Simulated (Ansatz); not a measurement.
The starting structures come from a database of crystals and need not be the phases stable at ambient conditions.

```
CdIn2Se4
1.0
    7.27879     0.00000     0.00000
    2.59435     6.80075     0.00000
    2.34222    -3.40037     4.12899
Cd In Se
1 2 4
Direct
  0.50000   0.50000   0.00000
  0.25000   0.25000   0.50000
  0.75000   0.75000   0.50000
  0.65657   0.10859   0.45202
  0.34343   0.89141   0.00000
  0.10859   0.65657   0.54798
  0.89141   0.34343   0.00000
```

Space group of this cell: I-42m. The cell is taken as given; by PBEsol its mean pressure is -1.0 GPa.

Transport runs along the normal of the first two printed cell vectors, the (110) plane of the conventional cell.

The gap is the functional's own, uncorrected, and κ follows it; spin-orbit coupling is left out. Mid-gap values are interpolated between the computed energies.

Question: Estimate the band gap and the smallest decay constant κ at mid-gap that Ansatz (a program for electronic structure) with PBEsol returns for this system.

Answer: Gap 0.72 eV on a 8×8×8 mesh; κ = 0.065 1/Å, at the zone centre.
